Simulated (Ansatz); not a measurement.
Base system: Ga₂O₃ in the corundum structure (space group R-3c, No. 167; a = 4.985 Å, c = 13.442 Å (hexagonal axes)).

All numbers come from r2SCAN/PAW in Ansatz (a quantum-chemistry and plane-wave program), scalar-relativistic without spin-orbit coupling.

Before the change:

| Item | Result |
|---|---|
| Band gap | 3.55 eV |
| Width of the top valence band | 0.46 eV |
| Electron mass | 0.25 mₑ (at Γ) |

Now apply this change: cell and atoms relaxed at a pressure of 30 GPa.

Problem. Estimate the effect on the band gap, width of the top valence band and electron mass.

Solution. The band gap grows by 1.18 eV, from 3.55 eV to 4.73 eV; the width of the top valence band grows by 0.050 eV, from 0.46 eV to 0.50 eV; the electron mass goes from 0.25 mₑ (at Γ) to 0.31 mₑ along c, 0.29 mₑ across (at Γ).

Load acts through the strain it causes; cell and atoms are relaxed under it. Masses are band curvatures over ±0.01 Å⁻¹ around the edge. Stability against distortions was not tested. Competing high-pressure phases were not computed.
